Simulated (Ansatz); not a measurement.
Where the default PAW files enter, the runs use the earlier of Ansatz's two default sets.

Tunnelling through a barrier is set by its complex band structure: the current falls as exp(−2κd) with the smallest κ.

Given:

```yaml
crystal:
  lattice:
    - [3.49677, 0.00000, 0.00000]
    - [-1.74838, 3.02829, 0.00000]
    - [0.00000, 0.00000, 13.70392]
  atoms:
    - { symbol: Te, position: [0.33333, 0.66667, 0.61741] }
    - { symbol: Te, position: [0.66667, 0.33333, 0.38259] }
    - { symbol: Te, position: [0.66667, 0.33333, 0.11741] }
    - { symbol: Te, position: [0.33333, 0.66667, 0.88259] }
    - { symbol: Mo, position: [0.33333, 0.66667, 0.25000] }
    - { symbol: Mo, position: [0.66667, 0.33333, 0.75000] }
```

Space group of this cell: P6_3/mmc. The cell was relaxed by PBE-D3(BJ); by r2SCAN its mean pressure is 3.1 GPa.

Transport runs along the normal of the first two printed cell vectors, the (001) plane of the conventional cell.

No gap correction and no spin-orbit coupling; mid-gap is the computed energy nearest the middle.

**Question.** State the band gap and the smallest decay constant κ at mid-gap according to r2SCAN (Ansatz, a quantum-chemistry and plane-wave program).

**Answer.** Gap 0.76 eV on a 12×12×4 mesh; κ = 0.169 1/Å, at (0.333, 0.333) of the in-plane reciprocal vectors. At the zone centre the slowest state has κ = 0.46 1/Å.
